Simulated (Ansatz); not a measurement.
# What uniaxial strain ε_zz = −1.00 % does to InPd

The parent structure is InPd in the CsCl type structure (space group Pm-3m, No. 221; a = 3.248 Å; relaxed with 0.1 eV smearing). Axes: x, y, z lie along the cube axes.

It is then changed as follows: the cell is compressed by 1.00 % along z with no lateral relaxation; the atoms relax in the strained cell.

Level of theory: PBEsol (Ansatz, a quantum-chemistry and plane-wave program), no spin-orbit coupling. k-mesh 18×18×18 (Γ-centred); smearing 0.1 eV (Fermi–Dirac).

The volume per atom falls by 0.17 Å³, from 17.13 Å³ to 16.96 Å³ and the space group goes from Pm-3m (No. 221) to P4/mmm (No. 123). The shortest interatomic distance drops by 0.9 pm to 280.4 pm and the energy grows by 0.8 meV/atom. The pressure (mean of the normal stresses, compression positive) goes from zero to 1.4 GPa and the band gap stays zero. The stress (xx, yy, zz, yz, xz, xy; compression positive) amounts to (1.3, 1.3, 1.6, 0.0, 0.0, 0.0) GPa.

Final structure:

```
InPd
1.0
    3.24799     0.00000     0.00000
    0.00000     3.24799     0.00000
    0.00000     0.00000     3.21551
In Pd
1 1
Direct
  0.50000   0.50000   0.50000
  0.00000   0.00000   0.00000
```

Cost of the whole job for the changed cell (relaxation, final SCF and bands): around 27 core-seconds (rough).

Stability against distortions was not tested. The final runs are not spin-polarised.
